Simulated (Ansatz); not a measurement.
**A computed series for hypothetical zinc blende BiB: pressure series**

The parent structure is BiB in the zinc blende structure (space group F-43m, No. 216; a hypothetical phase, not in the database extracts checked).

```cif
data_B4Bi4
_chemical_formula_sum 'Bi4 B4'
_space_group_name_H-M_alt 'F-43m'
_space_group_IT_number 216
_space_group_name_Hall 'F -4 2 3'
_cell_length_a 5.49050
_cell_length_b 5.49050
_cell_length_c 5.49050
_cell_angle_alpha 90.000
_cell_angle_beta 90.000
_cell_angle_gamma 90.000
loop_
_atom_site_label
_atom_site_type_symbol
_atom_site_symmetry_multiplicity
_atom_site_Wyckoff_symbol
_atom_site_fract_x
_atom_site_fract_y
_atom_site_fract_z
_atom_site_occupancy
Bi1 Bi 4 d 0.75000 0.75000 0.75000 1
B1 B 4 a 0.00000 0.00000 0.00000 1
```
(The calculation used a cell of 2 atoms; values per cell refer to that cell.)

Cell and atoms are relaxed at each pressure.

The values are results of r2SCAN (Ansatz, a first-principles code, PAW, no SOC), not measurements.

| change | gap character | band gap | width of the top valence band | density |
|---|---|---|---|---|
| base | direct at Γ | 0.39 eV | 4.36 eV | 8.82 g/cm³ |
| pressure −2 GPa | direct at Γ | 0.17 eV | 4.23 eV | 8.59 g/cm³ |
| pressure −1 GPa | direct at Γ | 0.28 eV | 4.30 eV | 8.71 g/cm³ |
| pressure 1.8 GPa | direct at Γ | 0.55 eV | 4.47 eV | 9.01 g/cm³ |
| pressure 4.2 GPa | indirect, Γ → L | 0.71 eV | 4.60 eV | 9.25 g/cm³ |
| pressure 9 GPa | indirect, Γ → Γ–X (80 % along) | 0.79 eV | 4.84 eV | 9.67 g/cm³ |
| pressure 18 GPa | indirect, Γ → a point along ⟨100⟩, about 1.0 Å⁻¹ from Γ | 0.75 eV | 5.22 eV | 10.33 g/cm³ |
| pressure 30 GPa | indirect, Γ → a point along ⟨100⟩, about 1.0 Å⁻¹ from Γ | 0.71 eV | 5.63 eV | 11.06 g/cm³ |
| pressure 45 GPa | indirect, Γ → a point along ⟨100⟩, about 1.0 Å⁻¹ from Γ | 0.67 eV | 6.06 eV | 11.82 g/cm³ |
| pressure 60 GPa | indirect, Γ → Γ–X (76 % along) | 0.64 eV | 6.42 eV | 12.48 g/cm³ |

Spin-orbit coupling, missing from the scalar runs, can matter with Bi. Load acts through the strain it causes; cell and atoms are relaxed under it. Stability against distortions was not tested. No other phases were tried under pressure. The zero or small gap of BiB under pressure −2 GPa and BiB under pressure −1 GPa can change with the level of theory.
